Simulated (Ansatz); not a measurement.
Consider RbCl in the CsCl type structure (space group Pm-3m, No. 221; a model cell).

```
RbCl
1.0
    3.88689     0.00000     0.00000
    0.00000     3.88689     0.00000
    0.00000     0.00000     3.88689
Rb Cl
1 1
Direct
  0.00000   0.00000   0.00000
  0.50000   0.50000   0.50000
```

Cartesian axes are those of the cell as printed.

All numbers come from PBEsol/PAW in Ansatz (an electronic-structure program), no spin-orbit coupling.

Base values:

| Item | Result |
|---|---|
| Valley order | Γ 4.94 eV; M along ⟨110⟩ 6.09 eV |
| Volume per atom | 29.36 Å³ |

The change: uniaxial stress, 8 GPa compression along x, with the cell and atoms free to relax against it.

How does this affect the valley order and volume per atom?

The valley order (the lowest conduction-band minima on the path, energy above the VBM, named in the base's zone) changes from Γ 4.94 eV; M along ⟨110⟩ 6.09 eV to Γ 4.41 eV; M along [011] 5.25 eV; M along [101] 5.49 eV; the volume per atom falls by 2.765 Å³, from 29.36 Å³ to 26.60 Å³.

The levels and masses belong to the bands next to the band gap. Load acts through the strain it causes; cell and atoms are relaxed under it. Stability under load was not tested beyond the relaxation. This is not the structure that RbCl has at room temperature and ambient pressure.
